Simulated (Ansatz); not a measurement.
Response to strain in PbTe

Start from PbTe in the rock salt structure (space group Fm-3m, No. 225; a = 6.534 Å).

Strains are applied to the cell and any free atomic positions relax.

All numbers come from r2SCAN/PAW in Ansatz (an electronic-structure program), without spin-orbit coupling.

Candidates:
(a) isotropic strain −1.00 %
(b) isotropic strain −0.50 %
(c) isotropic strain −1.50 %

Base values:

The band gap comes out as 1.09 eV.

Problem. Order them by band gap, highest first.

Solution. (b) isotropic strain −0.50 % (1.06 eV), (a) isotropic strain −1.00 % (1.02 eV), (c) isotropic strain −1.50 % (0.99 eV)

With Pb and Te present, leaving out spin-orbit coupling can change the band edges. No phonon test of stability was made.
